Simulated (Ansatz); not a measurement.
Defect: interstitial Mg in zinc-blende AlP, charge state +2. These are PBE, PAW (plane waves to 420 eV; Ansatz, a first-principles code) values and carry that method's errors.

Cell of 64 host sites held at the relaxed PBE lattice; a 2×2×2 k-point mesh shifted by half a step; Fermi-Dirac width 0.01 eV, spin-restricted; finite-size errors left in. Energies are static. The charge state is imposed; whether it is stable for some Fermi level was not computed. Sites that were not tried may lie lower.

Barriers: single points on a 3×3×3 k-point mesh shifted by half a step at the bands' geometries.

Relaxed starting cell (atoms counted from 1):

```xyz
65
Lattice="11.0165 0.0000 0.0000 0.0000 11.0165 0.0000 0.0000 0.0000 11.0165" Properties=species:S:1:pos:R:3 pbc="T T T"
Al    -0.0099    -0.0113    -0.0009
Al    -0.0586    -0.0620     5.5709
Al    -0.0566     5.5632    -0.0510
Al    -0.0131     5.5151     5.5257
Al     5.5683    -0.0628    -0.0502
Al     5.5160    -0.0153     5.5261
Al     5.5166     5.5137    -0.0015
Al     5.5659     5.5605     5.5737
P      1.3494     1.3430     4.1704
P      1.3575     1.3543     9.6258
P      1.3559     6.9026     4.1597
P      1.3821     6.8887     9.6390
P      6.9068     1.3512     4.1613
P      6.8937     1.3776     9.6403
P      6.8927     6.8857     4.1329
P      6.8883     6.8841     9.6471
Al    -0.1330     2.7512     2.7662
Al    -0.0107     2.7523     8.2704
Al    -0.0098     8.2595     2.7628
Al    -0.0076     8.2607     8.2690
Al     5.6447     2.7498     2.7628
Al     5.5217     2.7495     8.2705
Al     5.5221     8.2563     2.7618
Al     5.5172     8.2564     8.2700
P      1.3472     4.1580     1.3555
P      1.3553     4.1476     6.9125
P      1.3569     9.6141     1.3644
P      1.3826     9.6306     6.8982
P      6.9076     4.1466     1.3637
P      6.8926     4.1217     6.8999
P      6.8936     9.6291     1.3912
P      6.8868     9.6330     6.8959
Al     2.7554    -0.1395     2.7614
Al     2.7542    -0.0155     8.2701
Al     2.7541     5.6394     2.7618
Al     2.7525     5.5154     8.2687
Al     8.2632    -0.0141     2.7633
Al     8.2639    -0.0121     8.2687
Al     8.2638     5.5169     2.7590
Al     8.2615     5.5147     8.2702
P      4.1637     1.3421     1.3544
P      4.1524     1.3528     6.9162
P      4.1503     6.9046     1.3639
P      4.1262     6.8864     6.8991
P      9.6183     1.3556     1.3672
P      9.6351     1.3787     6.8993
P      9.6353     6.8896     1.3894
P      9.6365     6.8854     6.8964
Al     2.7551     2.7506    -0.1268
Al     2.7565     2.7511     5.6516
Al     2.7534     8.2601    -0.0064
Al     2.7536     8.2569     5.5288
Al     8.2638     2.7503    -0.0054
Al     8.2620     2.7482     5.5287
Al     8.2636     8.2605    -0.0005
Al     8.2595     8.2574     5.5254
P      4.1625     4.1572     4.1683
P      4.1511     4.1474     9.6241
P      4.1521     9.6107     4.1582
P      4.1262     9.6293     9.6399
P      9.6150     4.1479     4.1589
P      9.6331     4.1234     9.6400
P      9.6313     9.6273     4.1336
P      9.6378     9.6341     9.6446
Mg     2.7560     2.7492     2.7609
```
Cell charge +2.

End state 1 differs by these moves (Å; atoms that move under 0.08 Å are left out):

```
atom  element     Δx     Δy     Δz
----  -------  -----  -----  -----
1          Al  -0.13  -0.13  -0.13
2          Al   0.05   0.05  -0.06
3          Al   0.04  -0.06   0.05
5          Al  -0.06   0.05   0.05
8          Al  -0.06  -0.05  -0.06
17         Al  -0.01   0.14   0.14
21         Al  -0.14   0.01   0.01
33         Al   0.14  -0.01   0.14
35         Al   0.01  -0.14   0.01
41          P  -0.07   0.03   0.03
49         Al   0.14   0.14  -0.01
50         Al   0.01   0.01  -0.14
58          P   0.07   0.07  -0.06
59          P   0.07  -0.06   0.07
61          P  -0.06   0.07   0.07
64          P  -0.09  -0.09  -0.08
65         Mg  -1.38  -1.38  -1.38
```

**Question.** What forward and backward barriers to end state 1 does PBE, PAW give?

**Answer.** forward 1.13 eV, backward 0.81 eV; at the saddle point atom 65 has neighbours 3 Al at 2.60; 3 P at 2.39 Å. The saddle point's order was not checked, and it lies on a symmetry element of the cell, where a band can be held.
